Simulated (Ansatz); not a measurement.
# Worked example: self-consistent single point of Li₃Ag (I4/mmm, 4 atoms in the cell) in Ansatz

Method of the run: LDA (PW92), default PAW files made with PBE (plane waves; Ansatz, a program for electronic structure).

Input as run:

Ansatz 0.2 input:
```yaml
crystal:
  lattice:
    - [-2.10279800, 2.10279800, 3.65757900]
    - [2.10279800, -2.10279800, 3.65757900]
    - [2.10279800, 2.10279800, -3.65757900]
  atoms:
    - { symbol: Li, position: [0.25000000, 0.75000000, 0.50000000] }
    - { symbol: Li, position: [0.75000000, 0.25000000, 0.50000000] }
    - { symbol: Li, position: [0.50000000, 0.50000000, 0.00000000] }
    - { symbol: Ag, position: [0.00000000, 0.00000000, 0.00000000] }
basis:
  ecutwfc: 420.0
kpoints:
  mp_grid:
    grid: [11, 11, 11]
hamiltonian:
  xc: lda
  pseudopotentials:
    kind: paw
scf:
  occupations:
    method: gaussian
    width: 0.1
output:
  forces: true
  eigenvalues: true
  stress: true
```

Log, with long lists cut:

```
WARN ansatz: RAYON_NUM_THREADS=1 ignored (pool sized by the plan → 1); use --threads N
Pseudopotentials: kind: paw
Pseudopotential: Li, paw, valence charge 3
Pseudopotential: Ag, paw, valence charge 19
Crystal: 4 atoms, lattice volume = 64.692 Å³
Basis set: ecut = 420 eV, 1257 PW (Γ)
Bands: 18, of which v1, the nominal top of the filled ones, is band 14 counted from 1 (13 counted from 0)
Symmetry: 16 space group operations
Space group: I4/mmm (ITA 139), of the structure as read, at distance tolerance 4.0e-5 Å
k-points: 126 of 1331
PAW frozen core: Ag, regenerated for the run's functional, and the local potential with it
Initial density: superposition of atomic densities (neutral atoms: chi_scale 0, normalization atom), corrected by the library's trained network
Initial wavefunctions: pseudopotential atomic-orbital guess
Eigensolver: davidson
Functional: x = slater, c = lda
SCF iter   1: F=—  HF=-8063.683370 eV  |F-HF|=—  |Δ(HF+E_count)|=         —  Δρ=7.31e-3  dr2=1.94e-2  ethr=1.77e-3  ⟨swp⟩=3.3  Hψ=9002  notcnv=0
all-band conjugate gradients solve this SCF's bands
preconditioner: auto → Kerker (q_TF=auto, 2.373 Å⁻¹)
SCF iter   2: F=—  HF=-8063.667120 eV  |F-HF|=—  |Δ(HF+E_count)|=   1.63e-2  Δρ=2.88e-3  dr2=2.26e-3  ethr=6.94e-5  ⟨swp⟩=2.1  Hψ=4513  notcnv=0
SCF iter   3: F=—  HF=-8063.664473 eV  |F-HF|=—  |Δ(HF+E_count)|=   2.65e-3  Δρ=9.74e-4  dr2=5.08e-4  ethr=8.07e-6  ⟨swp⟩=2.0  Hψ=3418  notcnv=0
SCF iter   4: F=—  HF=-8063.664352 eV  |F-HF|=—  |Δ(HF+E_count)|=   1.20e-4  Δρ=3.34e-4  dr2=1.36e-4  ethr=1.81e-6  ⟨swp⟩=3.0  Hψ=4150  notcnv=0
SCF iter   5: F=—  HF=-8063.664312 eV  |F-HF|=—  |Δ(HF+E_count)|=   4.06e-5  Δρ=7.41e-5  dr2=4.87e-6  ethr=4.84e-7  ⟨swp⟩=2.0  Hψ=2507  notcnv=0
SCF iter   6: F=—  HF=-8063.664302 eV  |F-HF|=—  |Δ(HF+E_count)|=   1.03e-5  Δρ=1.62e-5  dr2=2.85e-7  ethr=1.74e-8  ⟨swp⟩=2.0  Hψ=2835  notcnv=0
SCF iter   7: F=-8063.664302 eV  HF=-8063.664302 eV  |F-HF|=6.43e-9  |Δ(HF+E_count)|=   4.21e-8  Δρ=4.69e-6  dr2=1.92e-8  ethr=3.57e-10  ⟨swp⟩=4.7  Hψ=7528  notcnv=0
SCF 1 converged in 7 iterations: F = -8063.664302 eV  dr2 = 1.92e-8
SCF converged after 7 iterations
Free energy (F): -8063.664302 eV
Harris-Foulkes:  -8063.664302 eV  (|F-HF|=6.43e-9)
Internal energy: -8063.657662 eV  (E = F + TS)
E sigma→0 (E₀):  -8063.660982 eV
Entropy (-TS):   -0.006639 eV (-1.660 meV/atom)
Fermi energy:    5.712812 eV
--- Per-component energies (eV) ---
  E_band       = -682.925905
  E_kinetic    = 593.464069
  E_local      = -3849.036445  (includes V_loc(G=0)·N_el)
  E_nonlocal   = -13.860682
  E_hartree    = 1654.288043
  E_xc         = -214.779989
  E_vxc        = -275.128001  (∫ρ·V_xc dr)
  E_paw        = -3825.250037  (= ΣΔE_a)
  E_vpaw       = -446.940321  (= ΣTr[D̂ρ^β])
  E_aug_tail   = 0.000282  (compensation charges beyond the density's cutoff)
  E_ewald      = -2409.207711
  E_core_change = 0.724807  (= ΣΔE_core)
  E_smearing   = -0.006639  (= −TS)
  E_closure    = 0.000000  (closes the sum)
  Σ components = -8063.664302   (vs F -8063.664302, Δ=0.00e0)
--- Forces (eV/Å), atoms counted from 1 ---
  atom   1  Li     0.00000000    -0.00000000     0.00000000
   [... zero for the other atoms too ...]
  max |Σ_I F_I| component: 3.94e-30 eV/Å
--- Stress (GPa, compression-positive) ---
       -1.958975       0.000000       0.000000
        0.000000      -1.958975       0.000000
        0.000000       0.000000      -1.795425
  P = ⅓ Tr σ = -1.9045 GPa (-19.045 kbar)
  The stress holds the Pulay correction. Without it, at fixed plane waves, as pw.x and ABINIT print it: P = -1.9125 GPa
--- Band table (eV; the first three rows and the last of 126) ---
  k-point 0: bands = ["-86.3365", "-49.8657", "-49.8628", "-49.8628", "-39.6442", "-39.3318", "-39.3136", "0.6386", "0.9202", "1.0224", "1.0224", "1.1343", "1.2483", "8.9865", "9.6275", "9.6275", "10.3600", "10.4864"]
  k-point 1: bands = ["-86.3365", "-49.8657", "-49.8629", "-49.8629", "-39.6440", "-39.3312", "-39.3144", "0.7495", "0.9463", "1.0189", "1.0260", "1.1389", "1.2271", "8.8644", "8.9328", "9.1639", "9.4949", "10.5075"]
  k-point 2: bands = ["-86.3365", "-49.8657", "-49.8630", "-49.8630", "-39.6434", "-39.3295", "-39.3164", "1.0008", "1.0092", "1.0229", "1.0406", "1.1871", "1.2222", "7.6837", "7.7279", "9.1471", "9.6852", "10.5628"]
  k-point 125: bands = ["-86.3365", "-49.8659", "-49.8629", "-49.8629", "-39.6418", "-39.3325", "-39.3149", "0.8700", "0.9689", "1.2175", "1.2335", "1.2681", "2.6683", "3.8943", "6.3866", "6.7776", "10.7054", "12.3217"]
```

The run converged in 7 iterations.

The starting cell comes from a database of computed structures (which also holds hypothetical and non-ambient phases and stackings), without a prior relaxation at this level. Its lattice was rescaled by up to half a per cent. Ansatz's pressure includes its estimate of the finite-basis (Pulay) stress.
